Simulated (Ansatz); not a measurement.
```yaml
crystal:
  lattice:
    - [3.66097, 2.11366, 6.85647]
    - [-3.66097, 2.11366, 6.85647]
    - [0.00000, -4.22732, 6.85647]
  atoms:
    - { symbol: Ge, position: [0.00000, 0.00000, 0.00000] }
    - { symbol: Cd, position: [0.66666, 0.66666, 0.66666] }
    - { symbol: Cd, position: [0.33334, 0.33334, 0.33334] }
    - { symbol: I, position: [0.08481, 0.41811, 0.75173] }
    - { symbol: I, position: [0.75173, 0.08481, 0.41811] }
    - { symbol: I, position: [0.41811, 0.75173, 0.08481] }
    - { symbol: I, position: [0.58189, 0.24827, 0.91519] }
    - { symbol: I, position: [0.24827, 0.91519, 0.58189] }
    - { symbol: I, position: [0.91519, 0.58189, 0.24827] }
```

No spin polarisation.

Level of theory: Ansatz (a program for electronic structure) PBE-D3(BJ), no SOC. Γ-centred 6×6×6 mesh, Fermi–Dirac width 0.05 eV.

**Question.** Predict the band gap and gap character.

**Answer.** 
* **Band gap**: 2.22 eV
* **Gap character (in this cell's own zone, which can be folded)**: indirect, F–Γ (50 % along) → Γ–S₀ (80 % along)

These are small ordered cells, not random alloys; other orderings at the same x differ. With I present, leaving out spin-orbit coupling can change the band edges. No phonon test of stability was made. The cell was made from CdI2 by this change: x(Ge) = 0.333, 9 atoms, R-3.
